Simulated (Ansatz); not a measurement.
The starting structures come from a database of crystals and need not be the phases stable at ambient conditions.

 Where the default PAW files enter, the runs use the earlier of Ansatz's two default sets.

Inside the gap of an insulator the Bloch states are evanescent, with a wavenumber k + iκ along the transport direction.

Input:

```xyz
7
Lattice="4.7001 0.0000 0.0000 0.0000 4.7001 0.0000 2.3500 -2.3500 8.1499" Properties=species:S:1:pos:R:3 pbc="T T T"
Ca     2.3500     2.3500     2.6885
Ca     4.7001     0.0000     5.4614
Ca     0.0000     2.3500     0.0000
Ca     2.3500     0.0000     0.0000
Sb     2.3500     2.3500     5.8844
Sb     4.7001     0.0000     2.2655
O      2.3500     2.3500     0.0000
```

Space group of this cell: I4/mmm. The cell is taken as given; by PBEsol its mean pressure is -1.8 GPa.

Transport runs along the normal of the first two printed cell vectors, the (001) plane of the conventional cell.

No gap correction and no spin-orbit coupling; mid-gap values are interpolated between computed energies.

Problem. State the band gap and the smallest decay constant κ at mid-gap according to PBEsol run with Ansatz (an electronic-structure program).

Solution. Gap 0.88 eV on a 8×8×8 mesh; κ = 0.111 1/Å, at the zone centre.
